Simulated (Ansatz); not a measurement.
Ansatz (a program for electronic structure) run on HfC (Fm-3m, 2 atoms in the cell): self-consistent single point.

Computed with PBE with spin-orbit coupling (plane waves, PAW; Ansatz).

```
HfC
1.0
    0.00000     2.32000     2.32000
    2.32000     0.00000     2.32000
    2.32000     2.32000     0.00000
Hf C
1 1
Cartesian
  0.00000   0.00000   0.00000
  2.32000   2.32000   2.32000
```

Reference input (self-consistent single point, DFT, PBE, plane waves, default PAW files): basis.ecutwfc = 30.9 Ry; kpoints.mp_grid.grid = 10 10 10; hamiltonian.xc = pbe; hamiltonian.pseudopotentials = {kind: paw} (the program's default PAW files); scf.occupations.method = fermi_dirac; scf.occupations.width = 0.0073 Ry. This run's input differs from it in these lines:

Ansatz 0.2 input:
```diff
@@ -16,2 +16,5 @@
   pseudopotentials: { kind: paw }
+magnetization:
+  noncollinear: true
+  spin_orbit: true
 scf:
```

Output, abridged:

```
SCF iter   1: F=—  HF=-15993.416861 eV  |F-HF|=—  |Δ(HF+E_count)|=         —  Δρ=9.29e-2  dr2=2.94e0  dr2_m=0.00e0 (ungated)  ethr=3.10e-3  |M|=0.00e0 ∫|m|=0.00e0 μB  |m|>n=0.0e0 m-floor=0.0e0 τ_xc=0.0e0  β_m=0.30  ⟨swp⟩=5.3  Hψ=3601  notcnv=0  defer=10
all-band conjugate gradients solve this SCF's bands
preconditioner: auto → Kerker (q_TF=auto, 2.813 Å⁻¹)
spin=Noncollinear: Kerker preconditioning applied to the charge; magnetization (m_x, m_y, m_z) channels mix plain (no charge-response kernel on spin).
   [... lines left out ...]
SCF iter   8: F=—  HF=-15992.780038 eV  |F-HF|=—  |Δ(HF+E_count)|=   2.60e-7  Δρ=2.43e-5  dr2=1.32e-7  dr2_m=0.00e0 (ungated)  ethr=1.53e-8  |M|=0.00e0 ∫|m|=0.00e0 μB  |m|>n=0.0e0 m-floor=0.0e0 τ_xc=0.0e0  β_m=0.98  ⟨swp⟩=2.1  Hψ=1577  notcnv=0  defer=92
SCF iter   9: F=-15992.780038 eV  HF=-15992.780038 eV  |F-HF|=8.58e-9  |Δ(HF+E_count)|=   3.33e-8  Δρ=5.76e-6  dr2=8.37e-9  dr2_m=0.00e0 (ungated)  ethr=3.33e-10  |M|=0.00e0 ∫|m|=0.00e0 μB  |m|>n=0.0e0 m-floor=0.0e0 τ_xc=0.0e0  ⟨swp⟩=10.2  Hψ=4136  notcnv=0
SCF 1 converged in 9 iterations: F = -15992.780038 eV  dr2 = 8.37e-9
Magnetization: |M| = 0.0000 μB,  M = (+0.0000, +0.0000, +0.0000) μB
Absolute magnetization: 0.0000 μB (∫|m|)
  site 0: m = (+0.0000, +0.0000, +0.0000) μB, |m| = 0.0000 μB  (R = 0.96 Å)
  site 1: m = (+0.0000, +0.0000, +0.0000) μB, |m| = 0.0000 μB  (R = 0.96 Å)
Free energy (F): -15992.780038 eV
Internal energy: -15992.769682 eV  (E = F + TS)
E sigma→0 (E₀):  -15992.774860 eV
Entropy (-TS):   -0.010356 eV (-5.178 meV/atom)
Fermi energy:    20.305405 eV
--- Forces (eV/Å), atoms counted from 1 ---
  atom   1  Hf     0.00000000    -0.00000000    -0.00000000
  atom   2  C      0.00000000    -0.00000000    -0.00000000
--- Stress (GPa, compression-positive) ---
        1.138591       0.000000      -0.000000
       -0.000000       1.138591       0.000000
       -0.000000       0.000000       1.138591
  P = ⅓ Tr σ = 1.1386 GPa (11.386 kbar)
  The stress holds the Pulay correction. Without it, at fixed plane waves, as pw.x and ABINIT print it: P = 0.8962 GPa
```

The run converged in 9 iterations. Against the reference run the pressure goes from 1.78 to 1.14 GPa.

The starting cell has typed, rounded lattice constants, without a prior relaxation at this level. Ansatz's pressure includes its estimate of the finite-basis (Pulay) stress.
